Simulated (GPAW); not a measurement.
**Habitual settings against a tight run: GePt (Pnma, 8 atoms in the cell)**

Self-consistent single point.

```
GePt
1.0
    5.84293     0.00000     0.00000
    0.00000     3.78635     0.00000
    0.00000     0.00000     6.20385
Ge Pt
4 4
Direct
  0.81393   0.75000   0.58801
  0.18607   0.25000   0.41199
  0.68607   0.25000   0.08801
  0.31393   0.75000   0.91199
  0.00185   0.75000   0.19271
  0.99815   0.25000   0.80729
  0.49815   0.25000   0.69271
  0.50185   0.75000   0.30729
```

Level of theory: revPBE, GPAW PAW datasets revPBE (gpaw-data 1.0.1) (plane waves; GPAW).

Base settings: mode = pw; ecut = 550 eV; xc = revPBE; kpts = 4 6 4; mesh shift (steps) = 0 0 0; occupations.name = methfessel-paxton; occupations.width = 0.1 eV; occupations.order = 1; nbands = -16; convergence.forces = 0.001 eV/Å; symmetry.symmorphic = false; symmetry.tolerance = 0.0005.

Tight run (finer mesh or higher cutoff; not a proven limit): ecut: 550 eV → 770 eV; kpts: 4 6 4 → 6 9 6; convergence.forces: 0.001 eV/Å → default; convergence.energy: default → 1e-11 eV/electron; convergence.density: default → 2e-07 e/electron; convergence.eigenstates: default → 1e-15. It gave Fermi level (on the code's own zero) 9.95 eV; pressure -0.58 GPa; largest force (vector length) 0.037 eV/Å.

Quick runs, as changes from the base:
- A: the base itself
- B: ecut: 550 eV → 330 eV; kpts: 4 6 4 → 3 3 3; kpts_shift: 0 0 0 → 0.5 0.5 0.5; occupations.width: 0.1 eV → 0.5 eV; convergence.forces: 0.001 eV/Å → default; convergence.energy: default → 1e-05 eV/electron; convergence.density: default → 0.0002 e/electron; convergence.eigenstates: default → 1e-09
- C: ecut: 550 eV → 385 eV; xc: revPBE → LDA; kpts: 4 6 4 → 4 4 4; convergence.forces: 0.001 eV/Å → default; convergence.energy: default → 1e-06 eV/electron; convergence.density: default → 5e-05 e/electron; convergence.eigenstates: default → 1e-10; potentials: GPAW PAW datasets LDA (gpaw-data 1.0.1) [LDA (Perdew-Wang 92)]
- D: kpts: 4 6 4 → 4 4 4; occupations.name: methfessel-paxton → marzari-vanderbilt; occupations.width: 0.1 eV → 0.272 eV; occupations.order: 1 → default
- E: ecut: 550 eV → 275 eV; kpts: 4 6 4 → 4 4 4; convergence.forces: 0.001 eV/Å → default; convergence.energy: default → 1e-06 eV/electron; convergence.density: default → 5e-05 e/electron; convergence.eigenstates: default → 1e-10

Energies are extrapolated to zero smearing width, which holds to low order in the width alone.

Dashes: pressure of B, C, E, not trusted under the cutoff at which GPAW's stress was checked; time of B, under 30 s; energy of C, another energy zero.

† marks runs with another functional, U, potentials or spin treatment: their distance from the tight run is not a convergence error alone.

The count of work is k-points × plane waves × bands × iterations; it is no time. Core times come from one kind of shared machine and are given to one figure; runs under 30 s give none.

The starting cell comes from a database of computed structures (which also holds hypothetical and non-ambient phases and stackings), without a prior relaxation at this level. Its lattice was rescaled by a random factor within 2.5 % of one. Spin polarisation is off.

| run | energy less tight (meV/atom) | pressure less tight (GPa) | largest miss in a force vector (eV/Å) | count of work / tight | core time / tight (rough) |
|---|---|---|---|---|---|
| A | -0.8 | -0.12 | 0.037 | 0.13 | 0.2 |
| B | 89.9 | – | 0.170 | 0.012 | – |
| C† | – | – | 0.169 | 0.061 | 0.07 |
| D | 16.0 | -0.27 | 0.050 | 0.091 | 0.10 |
| E | 266.6 | – | 0.037 | 0.034 | 0.04 |

Among the runs at the tight run's level, the energy misses run from 0.8 to 266.6 meV/atom.

Left out of this page: 1 run of the series outside the window shown, repeating another row's setting, or not comparable.
